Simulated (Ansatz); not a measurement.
Ansatz (an electronic-structure program) run on TiAl (P4mm, 2 atoms in the cell): self-consistent single point.

Level of theory: PBEsol, default PAW files made with PBE (plane waves; Ansatz).

```
CELL_PARAMETERS angstrom
      3.16316     0.00000     0.00000
      0.00000     3.16316     0.00000
      0.00000     0.00000     3.16316
ATOMIC_POSITIONS crystal
  Ti 0.00000 0.00000 0.01581
  Al 0.50000 0.50000 0.50000
```

Reference input (self-consistent single point, DFT, PBEsol, plane waves, default PAW files made with PBE): basis.ecutwfc = 420 eV; kpoints.mp_grid.grid = 10 10 10; hamiltonian.xc = pbesol; hamiltonian.pseudopotentials = {kind: paw} (the program's default PAW files); scf.occupations.method = gaussian; scf.occupations.width = 0.1 eV. This run's input differs from it in these lines:

Ansatz 0.2 input:
```diff
@@ -12,3 +12,3 @@
 kpoints:
-  mp_grid: { grid: [10, 10, 10] }
+  mp_grid: { grid: [9, 9, 9] }
 hamiltonian:
@@ -17,3 +17,3 @@
 scf:
-  occupations: { method: gaussian, width: 0.1 }
+  occupations: { method: gaussian, width: 0.05 }
 output:
```

Output (repeated stretches shortened):

```
SCF iter   1: F=—  HF=-2998.979688 eV  |F-HF|=—  |Δ(HF+E_count)|=         —  Δρ=4.49e-3  dr2=9.92e-3  ethr=1.77e-3  ⟨swp⟩=5.0  Hψ=4589  notcnv=0
all-band conjugate gradients solve this SCF's bands
preconditioner: auto → none
SCF iter   2: F=—  HF=-2998.978187 eV  |F-HF|=—  |Δ(HF+E_count)|=   1.50e-3  Δρ=3.19e-3  dr2=6.01e-3  ethr=6.61e-5  ⟨swp⟩=1.0  Hψ=1500  notcnv=0
SCF iter   3: F=—  HF=-2998.976552 eV  |F-HF|=—  |Δ(HF+E_count)|=   1.64e-3  Δρ=5.09e-4  dr2=4.22e-5  ethr=4.01e-5  ⟨swp⟩=2.0  Hψ=1320  notcnv=0
SCF iter   4: F=—  HF=-2998.976551 eV  |F-HF|=—  |Δ(HF+E_count)|=   1.08e-6  Δρ=9.68e-5  dr2=1.65e-6  ethr=2.81e-7  ⟨swp⟩=2.9  Hψ=1434  notcnv=0  defer=2
SCF iter   5: F=—  HF=-2998.976551 eV  |F-HF|=—  |Δ(HF+E_count)|=   4.56e-7  Δρ=1.94e-5  dr2=1.25e-7  ethr=1.10e-8  ⟨swp⟩=2.8  Hψ=1338  notcnv=0  defer=2
SCF iter   6: F=-2998.976550 eV  HF=-2998.976550 eV  |F-HF|=6.38e-10  |Δ(HF+E_count)|=   4.22e-8  Δρ=2.91e-6  dr2=1.24e-9  ethr=6.67e-10  ⟨swp⟩=4.7  Hψ=2857  notcnv=0
SCF 1 converged in 6 iterations: F = -2998.976550 eV  dr2 = 1.24e-9
Free energy (F): -2998.976550 eV
Internal energy: -2998.972849 eV  (E = F + TS)
E sigma→0 (E₀):  -2998.974700 eV
Entropy (-TS):   -0.003701 eV (-1.851 meV/atom)
Fermi energy:    11.530860 eV
--- Forces (eV/Å), atoms counted from 1 ---
  atom   1  Ti     0.00000000     0.00000000    -0.32612136
  atom   2  Al    -0.00000000     0.00000000     0.32611511
--- Stress (GPa, compression-positive) ---
       -0.572513       0.000000      -0.000000
        0.000000      -0.572513       0.000000
       -0.000000       0.000000      -0.696863
  P = ⅓ Tr σ = -0.6140 GPa (-6.140 kbar)
  The stress holds the Pulay correction. Without it, at fixed plane waves, as pw.x and ABINIT print it: P = -0.6444 GPa
```

The run converged in 6 iterations. Against the reference run the free energy goes up by 3.1 meV/atom, the pressure hardly changes (-0.70 to -0.61 GPa) and the largest force hardly changes (0.324 to 0.326 eV/Å).

The starting cell comes from a database of computed structures (which also holds hypothetical and non-ambient phases and stackings), without a prior relaxation at this level. Its lattice was rescaled by up to half a per cent. One atom was moved a little off its site on purpose. Spin polarisation is off. Ansatz's pressure includes its estimate of the finite-basis (Pulay) stress.
